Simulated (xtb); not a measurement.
xtb 6.7.1, GFN2-xTB: neopentasilane cation ([SiH3][Si]([SiH3])([SiH3])[SiH3]), charge +1, multiplicity 2, 17 atoms. The geometry is a generated start, not checked to be a minimum at this level.

```
Item                                                                                                           Result
------------------------  -------------------------------------------------------------------------------------------
method                                                                                                       GFN2-xTB
--acc                                                                                                     1 (default)
--etemp (K)                                                                                             300 (default)
detailed input (--input)  none: ANC optimiser, Lindh (1995) Hessian, microcycle=20, maxdispl=1.0, hlow=0.01 (default)
basis functions                                                                                                    62
valence electrons                                                                                                  31
```

```xyz
17

Si    -0.3866    -0.8805    -2.1353
Si    -0.0032    -0.0007     0.0025
Si    -0.0270     2.3409    -0.0886
Si    -1.6774    -0.7265     1.4671
Si     2.0901    -0.7366     0.7571
H     -1.6772    -0.4674    -2.6908
H     -0.3825    -2.3448    -2.1472
H      0.6263    -0.4557    -3.1041
H      0.2231     2.9507     1.2196
H     -1.3130     2.8664    -0.5506
H      0.9888     2.8800    -0.9951
H     -3.0103    -0.2822     1.0527
H     -1.7451    -2.1849     1.5724
H     -1.4809    -0.2242     2.8290
H      2.1769    -2.1962     0.8403
H      3.1807    -0.3081    -0.1212
H      2.4172    -0.2302     2.0922
```

Charge 1 and multiplicity 2 are set for this test and not shown to be the ground state. GFN-xTB has no spin term: --uhf 1 sets the occupations alone.

The structure is relaxed from this start with --opt LEVEL for the levels crude, sloppy, loose, lax, normal, tight, vtight, extreme, once each. Up to the end of the extreme run atoms move by at most 2.5 Å along an axis.

Task: What is the loosest level that ends within 20 meV of the extreme run, and how many cycles does it take?

Result: vtight: 208 cycles against 208, ending 0.000 meV above.

```json
[
 {"level": "crude", "cycles": "5", "energy above the extreme run (meV)": "61", "gradient norm (eV/Å)": "0.17"},
 {"level": "sloppy", "cycles": "6", "energy above the extreme run (meV)": "60", "gradient norm (eV/Å)": "0.11"},
 {"level": "loose", "cycles": "7", "energy above the extreme run (meV)": "58", "gradient norm (eV/Å)": "0.12"},
 {"level": "lax", "cycles": "10", "energy above the extreme run (meV)": "57", "gradient norm (eV/Å)": "0.10"},
 {"level": "normal", "cycles": "14", "energy above the extreme run (meV)": "56", "gradient norm (eV/Å)": "0.096"},
 {"level": "tight", "cycles": "36", "energy above the extreme run (meV)": "43", "gradient norm (eV/Å)": "0.011"},
 {"level": "vtight", "cycles": "208", "energy above the extreme run (meV)": "under 0.01", "gradient norm (eV/Å)": "0.052"},
 {"level": "extreme", "cycles": "208", "energy above the extreme run (meV)": "—", "gradient norm (eV/Å)": "0.052"}
]
```
